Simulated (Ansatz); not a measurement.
CaHfSe₃ (model structure, started from the cubic perovskite type, Pm-3m, No. 221, 5 atoms in the cell), treated with PBEsol in Ansatz (plane waves, PAW).

Run with plane-wave cutoff 520 eV, 12×12×12 k mesh, Fermi–Dirac smearing 0.05 eV, scalar-relativistic PAW data made under PBE.

Cell (relaxed with PBEsol):

```cif
data_CaHfSe3
_chemical_formula_sum 'Ca1 Hf1 Se3'
_space_group_name_H-M_alt 'Pm-3m'
_space_group_IT_number 221
_space_group_name_Hall '-P 4 2 3'
_cell_length_a 5.12307
_cell_length_b 5.12307
_cell_length_c 5.12307
_cell_angle_alpha 90.000
_cell_angle_beta 90.000
_cell_angle_gamma 90.000
loop_
_atom_site_label
_atom_site_type_symbol
_atom_site_symmetry_multiplicity
_atom_site_Wyckoff_symbol
_atom_site_fract_x
_atom_site_fract_y
_atom_site_fract_z
_atom_site_occupancy
Ca1 Ca 1 a 0.00000 0.00000 0.00000 1
Hf1 Hf 1 b 0.50000 0.50000 0.50000 1
Se1 Se 3 c 0.00000 0.50000 0.50000 1
```

Give the computed band gap.


- band gap = 0.08 eV (under three smearing widths, so not firm)

Note: the relaxation could raise the start's symmetry but not lower it, so the cell can be a saddle point.

Spin–orbit coupling is not included; it can close the smallest gap of 0.08 eV.

Computed values are for the static lattice.

A model structure was made by putting elements into a prototype or built by hand; it is no filed structure, need not be a known phase, and can be a saddle point held by its symmetry.

Ansatz is a first-principles code.
